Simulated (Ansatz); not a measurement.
**Response to strain in SiO2**

The reference is SiO2 in the rutile structure (space group P4_2/mnm, No. 136; a = 4.236 Å, c = 2.690 Å). Axes: x, y, z lie along a, b, c of the conventional cell.

Strains are applied to the cell and any free atomic positions relax.

Calculations: plane-wave PAW DFT at the PBE level (Ansatz, an electronic-structure program, 420 eV), no spin-orbit coupling.

| uniaxial strain ε_zz (%) | band gap (eV) |
|---|---|
| 0 | 5.04 |
| 0.6 | ? |
| 1.2 | 4.79 |
| 1.8 | 4.66 |
| 2.4 | 4.53 |
| 3 | 4.41 |

Task: Fit E_g = E₀ + Dε (ε in %) to the rows shown and predict the withheld row.

Result: Least squares on the printed values gives E₀ = 5.04 eV, D = -211 meV per % of strain (largest residual 0.00 eV); this predicts 4.91 eV, and the run gives 4.91 eV, in agreement.

Whether these cells are dynamically stable was not tested.
